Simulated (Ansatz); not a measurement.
Take GaCuSe2 in the chalcopyrite structure (space group I-42d, No. 122; a = 5.672 Å, c = 11.263 Å) as the base.

Level of theory: PBE (Ansatz, a program for electronic structure, PAW, no spin-orbit coupling).

Base values:

| Quantity | Value |
|---|---|
| Band gap | zero |
| Lattice parameter a | 5.672 Å |

The change: a hydrostatic pressure of 4.2 GPa.

Question: Estimate the effect on the band gap and lattice parameter a.

Answer: The band gap changes from zero to 0.24 eV; the lattice parameter a shrinks by 0.112 Å (5.672 Å → 5.560 Å).

Load acts through the strain it causes; cell and atoms are relaxed under it. No phonon test of stability was made. The final runs are not spin-polarised. The zero or small gap of GaCuSe2 can change with the level of theory.
